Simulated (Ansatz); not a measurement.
**HgTe, point defects**

The parent structure is a 16-atom supercell of HgTe in the zinc blende structure (space group F-43m, No. 216) at its relaxed geometry.

```
HgTe
1.0
    0.00000     6.65069     6.65069
    6.65069     0.00000     6.65069
    6.65069     6.65069     0.00000
Te Hg
8 8
Direct
  0.37500   0.37500   0.37500
  0.37500   0.37500   0.87500
  0.37500   0.87500   0.37500
  0.37500   0.87500   0.87500
  0.87500   0.37500   0.37500
  0.87500   0.37500   0.87500
  0.87500   0.87500   0.37500
  0.87500   0.87500   0.87500
  0.00000   0.00000   0.00000
  0.00000   0.00000   0.50000
  0.00000   0.50000   0.00000
  0.00000   0.50000   0.50000
  0.50000   0.00000   0.00000
  0.50000   0.00000   0.50000
  0.50000   0.50000   0.00000
  0.50000   0.50000   0.50000
```

One neutral defect a cell, atoms relaxed at fixed cell.

All numbers come from PBE/PAW in Ansatz (a first-principles code), without spin-orbit coupling, earlier PAW set.

```tsv
variant	largest displacement of a host atom from its site in the perfect cell	pressure
perfect supercell	–	0.0 GPa
Sb on a Te site	___	___
Hg vacancy	0.18 Å	-1.7 GPa
Ni on a Te site, symmetric start	0.25 Å	-1.2 GPa
Te vacancy, symmetric start	0.04 Å	0.2 GPa
```

Problem. Complete the table.

Solution. 
- Sb on a Te site, largest displacement of a host atom from its site in the perfect cell: 0.11 Å
- Sb on a Te site, pressure: -0.2 GPa

Other magnetic orders, which the real material may have, were not ruled out. The cell is small, so the values are those of an ordered compound at a high defect concentration; dilute-limit values will differ. Defects with a symmetric start kept the site's symmetry and may sit on a saddle; the others started slightly shaken. Starting moments died away, wholly or in part, for Ni on a Te site; another magnetic solution may exist. Spin-polarised in the final run: Ni on a Te site; the other runs are not.
